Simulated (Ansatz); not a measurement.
## hcp Zr (1 0 0) on wurtzite ZnO (1 0 0) (film strained to the substrate, started from cuts of the bulks and a machine-learned relaxation; slabs Zn10O10 and Zr8, which can lie off the formulas)

A periodic stack without vacuum, hcp Zr (1 0 0) on wurtzite ZnO (1 0 0) (film strained to the substrate, started from cuts of the bulks and a machine-learned relaxation; slabs Zn10O10 and Zr8, which can lie off the formulas): substrate slab Zn10O10, film Zr8, surface cells [[0, 1], [-1, 0]] and [[0, 1], [-1, 0]], film strained by +1.5 and +2.4 %, outermost planes OZn/OZn and Zr/Zr as cut, which need not be the usual terminations and can put a slab off its formula.

The start was prepared with a machine-learned potential, and the result is one local minimum, with the in-plane cell held and forces under 0.04 eV/Å; the film can end far from its bulk form.

Method: PBE (plane waves to 420 eV, PAW; Ansatz, a quantum-chemistry and plane-wave program). No spin–orbit coupling; the runs are not spin-polarised; PBE gaps are too small against experiment. Its k-point mesh 6×10×1, Fermi–Dirac width 0.05 eV.

| Quantity | Value |
|---|---|
| interface area | 17.4 Å² |
| period | 25.33 Å |
| heights between the nearest atoms of the two slabs at the two interfaces | 1.58 and 1.58 Å |
| Zn–Zr contacts across the interfaces within 1.22 times the sum of covalent radii | 12, mean 3.18 Å |
| O–Zr contacts across the interfaces within 1.22 times the sum of covalent radii | 2, mean 1.99 Å |
| estimate of the barrier | withheld, since the Fermi level falls at or inside a band of the host, which a slab this thin can't settle |

```yaml
crystal:
  lattice:
    - [5.29379, 0.00000, -0.00042]
    - [0.00002, 3.27946, 0.01800]
    - [-0.00116, 1.47701, 25.34277]
  atoms:
    - { symbol: Zn, position: [0.43458, 0.47631, 0.06757] }
    - { symbol: Zn, position: [0.87710, 0.00239, 0.01463] }
    - { symbol: O, position: [0.80755, 0.47917, 0.06174] }
    - { symbol: O, position: [0.30479, 0.99492, 0.02994] }
    - { symbol: Zn, position: [0.43118, 0.92202, 0.17745] }
    - { symbol: Zn, position: [0.92882, 0.44219, 0.13624] }
    - { symbol: O, position: [0.80929, 0.92329, 0.17454] }
    - { symbol: O, position: [0.30761, 0.44053, 0.13993] }
    - { symbol: Zn, position: [0.42932, 0.36632, 0.28913] }
    - { symbol: Zn, position: [0.92929, 0.88600, 0.24938] }
    - { symbol: O, position: [0.80830, 0.36748, 0.28692] }
    - { symbol: O, position: [0.30828, 0.88484, 0.25158] }
    - { symbol: Zn, position: [0.42898, 0.81003, 0.40227] }
    - { symbol: Zn, position: [0.93128, 0.33033, 0.36105] }
    - { symbol: O, position: [0.80775, 0.81184, 0.39857] }
    - { symbol: O, position: [0.30939, 0.32891, 0.36396] }
    - { symbol: Zn, position: [0.37731, 0.24918, 0.52387] }
    - { symbol: Zn, position: [0.93477, 0.77540, 0.47093] }
    - { symbol: O, position: [0.80503, 0.25684, 0.50856] }
    - { symbol: O, position: [0.30776, 0.77246, 0.47676] }
    - { symbol: Zr, position: [0.35204, 0.69771, 0.62581] }
    - { symbol: Zr, position: [0.85085, 0.21709, 0.58640] }
    - { symbol: Zr, position: [0.35212, 0.14375, 0.73301] }
    - { symbol: Zr, position: [0.85261, 0.66140, 0.69672] }
    - { symbol: Zr, position: [0.35262, 0.58971, 0.84178] }
    - { symbol: Zr, position: [0.85219, 0.10747, 0.80549] }
    - { symbol: Zr, position: [0.35055, 0.03421, 0.95210] }
    - { symbol: Zr, position: [0.85200, 0.55361, 0.91269] }
```
